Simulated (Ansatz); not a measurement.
This Ansatz (a program for electronic structure) input is the reference run, NiSi (space group Pnma, No. 62; non-magnetic), computed with Ansatz, PBE, PAW, cutoff 420 eV, no SOC:

Ansatz 0.2 input:
```yaml
crystal:
  lattice:
    - [5.1898932025, 0, 0]
    - [0, 3.3504558539, 0]
    - [0, 0, 5.624038334]
  atoms:
    - { symbol: Ni, position: [0.5079404059, 0.25, 0.6882283675] }
    - { symbol: Ni, position: [0.0079404059, 0.25, 0.8117716325] }
    - { symbol: Ni, position: [0.4920595941, 0.75, 0.3117716325] }
    - { symbol: Ni, position: [0.9920595941, 0.75, 0.1882283675] }
    - { symbol: Si, position: [0.6792235678, 0.25, 0.0827655898] }
    - { symbol: Si, position: [0.1792235678, 0.25, 0.4172344102] }
    - { symbol: Si, position: [0.3207764322, 0.75, 0.9172344102] }
    - { symbol: Si, position: [0.8207764322, 0.75, 0.5827655898] }
basis: { ecutwfc: 420, ecutrho_ratio: 4, xc_grid: 2, fft_grid_basis: typed }
kpoints: { mp_grid: { grid: [9, 14, 8] } }
hamiltonian:
  xc: pbe
  dispersion: none
  pseudopotentials: { kind: paw }
scf: { occupations: { method: fermi_dirac, width: 0.05 }, convergence: { dr2_threshold: 0.0000000008 } }
output: { forces: true, stress: true }
```

Q: Write the input for this change: uniaxial strain ε_xx = +1.03 %, all other strain components held at zero; the atoms relax in the strained cell.

A: 
Ansatz 0.2 input:
```yaml
crystal:
  lattice:
    - [5.2433491025, 0, 0]
    - [0, 3.3504558539, 0]
    - [0, 0, 5.624038334]
  atoms:
    - { symbol: Ni, position: [0.5079404059, 0.25, 0.6882283675] }
    - { symbol: Ni, position: [0.0079404059, 0.25, 0.8117716325] }
    - { symbol: Ni, position: [0.4920595941, 0.75, 0.3117716325] }
    - { symbol: Ni, position: [0.9920595941, 0.75, 0.1882283675] }
    - { symbol: Si, position: [0.6792235678, 0.25, 0.0827655898] }
    - { symbol: Si, position: [0.1792235678, 0.25, 0.4172344102] }
    - { symbol: Si, position: [0.3207764322, 0.75, 0.9172344102] }
    - { symbol: Si, position: [0.8207764322, 0.75, 0.5827655898] }
basis: { ecutwfc: 420, ecutrho_ratio: 4, xc_grid: 2, fft_grid_basis: typed }
kpoints: { mp_grid: { grid: [9, 14, 8] } }
hamiltonian:
  xc: pbe
  dispersion: none
  pseudopotentials: { kind: paw }
scf: { occupations: { method: fermi_dirac, width: 0.05 }, convergence: { dr2_threshold: 0.0000000008 } }
relax: { f_tol: 0.005, max_steps: 50 }
output: { forces: true, stress: true }
checkpoint: { write: state.ck, write_every: 1000 }
```
This is the input that was run.

No phonon test of stability was made. Starting moments died away, wholly or in part, for the base; another magnetic solution may exist. The final runs are not spin-polarised.
